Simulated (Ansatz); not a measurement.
Reference: Os (P6_3/mmc), PBEsol, rigid bands (plane waves, PAW, scalar-relativistic; Ansatz, a program for electronic structure); axes and stresses refer to this cell.

```
Os
1.0
    2.72599     0.00000     0.00000
   -1.36300     2.36078     0.00000
    0.00000     0.00000     4.31688
Os
2
Direct
  0.33333   0.66667   0.25000
  0.66667   0.33333   0.75000
```

resistivity times mean free path: 5.7 ×10⁻¹⁶ Ω·m²
root-mean-square Fermi velocity: 8.2 ×10⁵ m/s
Drude plasma energy: 8.6 eV

Problem. Change: hydrostatic pressure 15 GPa with spin-orbit coupling. What happens to resistivity times mean free path, root-mean-square Fermi velocity, Drude plasma energy?

Solution. resistivity times mean free path moves little, to 5.9 ×10⁻¹⁶ Ω·m²; root-mean-square Fermi velocity moves little, to 8.0 ×10⁵ m/s; Drude plasma energy moves little, to 8.4 eV.

Metals at this level; values at 300 K, both spins, means over directions. As a rough test of the mesh, the Fermi surface's area from every second k point differs by up to 3 %. The product of resistivity and mean free path takes one path for all states. Spin-orbit coupling is left out unless a row names it. Stresses and pressures are the targets of the relaxation.  The structure type is held under load, also where the real crystal would transform.
